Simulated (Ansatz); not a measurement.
## Several settings converged on SrNi2As2 (I4mm, 5 atoms in the cell)

```
Sr(NiAs)2
1.0
   -2.04681     2.04681     5.52308
    2.04681    -2.04681     5.52308
    2.04681     2.04681    -5.52308
Sr Ni As
1 2 2
Cartesian
  0.00000   0.00000   0.04999
  0.00000   2.04681   2.76154
  2.04681   0.00000   2.76154
  0.00000   0.00000   7.12775
  0.00000   0.00000   3.91840
```

Base method: LDA (PW92), default PAW files made with PBE (plane waves; Ansatz, an electronic-structure program).

Base settings: basis.ecutwfc = 420 eV; kpoints.mp_grid.grid = 9 9 9; hamiltonian.xc = lda; hamiltonian.pseudopotentials = {kind: paw} (the program's default PAW files); scf.occupations.method = fermi_dirac; scf.occupations.width = 0.1 eV.

The count of work is k-points × plane waves × bands × iterations; it is no time. Core times come from one kind of shared machine, to one figure; runs under 30 s give none.

**Shifted k-point meshes**

In this ladder: kpoints.mp_grid.shift = 0.5 0.5 0.5.

Only quantities that move along the ladder and can be compared are tabulated.

| kpoints.mp_grid.grid | free energy less the last step's (meV/atom) | pressure (GPa) | largest difference of a force vector from the last step's (eV/Å) | count of work / last |
|---|---|---|---|---|
| 2 2 2 | -33.95 | -8.15 | 0.496 | 0.0056 |
| 4 4 4 | -0.55 | -6.49 | 0.075 | 0.021 |
| 6 6 6 | 3.73 | -6.47 | 0.007 | 0.059 |
| 8 8 8 | -0.64 | -6.53 | 0.009 | 0.12 |
| 10 10 10 | -0.09 | -6.53 | 0.001 | 0.21 |
| 18 18 18 | 0.00 | -6.53 | 0.000 | 1.0 |

Coarsest kpoints.mp_grid.grid that holds the free energy within 1 meV/atom of the last step, with all finer ones: 8 8 8, at 0.12 of the last step's count of work; the step before is off by 3.7 meV/atom.

Coarsest kpoints.mp_grid.grid that holds the pressure within 0.5 GPa of the last step, with all finer ones: 4 4 4, at 0.021 of the last step's count of work; the step before is off by 1.6 GPa.

Coarsest kpoints.mp_grid.grid that holds the forces within 0.02 eV/Å of the last step, with all finer ones: 6 6 6, at 0.059 of the last step's count of work; the step before is off by 0.075 eV/Å.

**The k-point mesh at a smearing width of 0.05 eV**

In this ladder: scf.occupations.width = 0.05 eV.

The second cell is the first with its lattice scaled by 0.98.

Only quantities that move along the ladder and can be compared are tabulated.

```tsv
kpoints.mp_grid.grid	free energy less the last step's (meV/atom)	energy of the compressed cell less the first (meV/atom)	pressure (GPa)	largest difference of a force vector from the last step's (eV/Å)	count of work / last	core time / last (rough)
4 4 4	-8.66	-27.38	-6.67	0.012	0.045	–
5 5 5	8.91	-26.15	-6.49	0.034	0.062	–
6 6 6	5.29	-26.51	-6.54	0.022	0.10	–
9 9 9	-0.27	-26.95	-6.61	0.007	0.26	0.3
12 12 12	0.29	-26.86	-6.60	0.001	0.57	0.6
15 15 15	0.00	-26.91	-6.61	0.000	1.0	1
```

Coarsest kpoints.mp_grid.grid that holds the pressure within 0.1 GPa of the last step, with all finer ones: 6 6 6, at 0.10 of the last step's count of work; the step before is off by 0.12 GPa.

Coarsest kpoints.mp_grid.grid that holds the energy of the compressed cell less the first within 0.2 meV/atom of the last step, with all finer ones: 9 9 9, at 0.26 of the last step's count of work and about 0.3 of the last step's time; the step before is off by 0.40 meV/atom.

Coarsest kpoints.mp_grid.grid that holds the forces within 0.005 eV/Å of the last step, with all finer ones: 12 12 12; the step before is off by 0.007 eV/Å.

The energy difference between the two cells stays within 1 meV/atom of the last step's from 4 4 4 on, the total only from 9 9 9 on: much of the error is common to both cells and cancels.

**The mesh under tetrahedron occupations**

In this ladder: scf.occupations.method = tetrahedron; scf.occupations.width = default.

Only quantities that move along the ladder and can be compared are tabulated.

| kpoints.mp_grid.grid | free energy less the last step's (meV/atom) | largest difference of a force vector from the last step's (eV/Å) | count of work / last | core time / last (rough) |
|---|---|---|---|---|
| 5 5 5 | 4.28 | 0.050 | 0.025 | – |
| 6 6 6 | 2.78 | 0.029 | 0.041 | – |
| 7 7 7 | 0.47 | 0.011 | 0.055 | – |
| 11 11 11 | -0.08 | 0.010 | 0.17 | 0.2 |
| 17 17 17 | 0.01 | 0.000 | 0.56 | 0.5 |
| 21 21 21 | 0.00 | 0.000 | 1.0 | 1 |

Coarsest kpoints.mp_grid.grid that holds the free energy within 1 meV/atom of the last step, with all finer ones: 7 7 7, at 0.055 of the last step's count of work; the step before is off by 2.8 meV/atom.

Coarsest kpoints.mp_grid.grid that holds the forces within 0.005 eV/Å of the last step, with all finer ones: 17 17 17; the step before is off by 0.010 eV/Å.

On the base run: the starting cell comes from a database of computed structures (which also holds hypothetical and non-ambient phases and stackings), without a prior relaxation at this level. Its lattice was rescaled by up to half a per cent. One atom was moved a little off its site on purpose. Spin polarisation is off, so a magnetic state, if there is one, cannot be reached. In the base run, with a pressure of about -7 GPa the cell is away from its equilibrium volume at this level. Ansatz's pressure includes its estimate of the finite-basis (Pulay) stress.

Keys are those of Ansatz 0.2.
